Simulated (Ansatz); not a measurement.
End structure of the (111)A surface of zinc-blende ZnSe, Zn-terminated, OH on every top atom (bottom of the slab: 2 H on 4 bottom sites):

```
CELL_PARAMETERS angstrom
      8.10981     0.00000     0.00000
     -4.05491     7.02331     0.00000
      0.00000     0.00000    31.00000
ATOMIC_POSITIONS crystal
  Se 0.99832 0.00176 0.31985
  Se 0.50148 0.99854 0.30497
  Se 0.00148 0.49854 0.30497
  Se 0.49832 0.50176 0.31985
  Zn 0.34862 0.15148 0.33921
  Zn 0.81505 0.18496 0.33845
  Zn 0.31505 0.68496 0.33845
  Zn 0.84862 0.65148 0.33921
  Se 0.33333 0.16667 0.41889
  Se 0.83333 0.16667 0.41889
  Se 0.33333 0.66667 0.41889
  Se 0.83333 0.66667 0.41889
  Zn 0.16667 0.33333 0.44559
  Zn 0.66667 0.33333 0.44559
  Zn 0.16667 0.83333 0.44559
  Zn 0.66667 0.83333 0.44559
  Se 0.17003 0.32978 0.52583
  Se 0.66531 0.33536 0.52512
  Se 0.16531 0.83536 0.52512
  Se 0.67003 0.82978 0.52583
  Zn 0.99970 0.99993 0.55643
  Zn 0.50231 0.99885 0.55013
  Zn 0.00231 0.49885 0.55013
  Zn 0.49970 0.49993 0.55643
  Se 0.99742 0.00020 0.63684
  Se 0.50305 0.99524 0.62772
  Se 0.00305 0.49524 0.62772
  Se 0.49742 0.50020 0.63684
  Zn 0.33722 0.16005 0.66464
  Zn 0.82867 0.17212 0.66321
  Zn 0.32867 0.67212 0.66321
  Zn 0.83722 0.66005 0.66464
  H  0.00432 0.99574 0.27217
  H  0.50432 0.49574 0.27217
  O  0.37833 0.09328 0.71935
  H  0.51822 0.14536 0.72361
  O  0.75908 0.20907 0.71798
  H  0.81647 0.34729 0.72451
  O  0.25908 0.70907 0.71798
  H  0.31647 0.84729 0.72451
  O  0.87833 0.59328 0.71935
  H  0.01822 0.64536 0.72361
```

Set-up: 42 atoms, 14.8 Å thick at the start with caps and adatoms; mesh 3x3x1; 0.025 eV smearing; dipole correction on; 8 atoms held, the rest relaxed; no symmetry held; no spin (no spin-polarised run to compare, though such a face may carry moments), no spin-orbit, no U. The slab shows no gap over 0.04 eV on its mesh. It is one candidate, not shown to be the stable structure of the face.

### Question
Give the work function of the top face at the level PBE (Ansatz, a quantum-chemistry and plane-wave program).

### Answer
7.72 eV
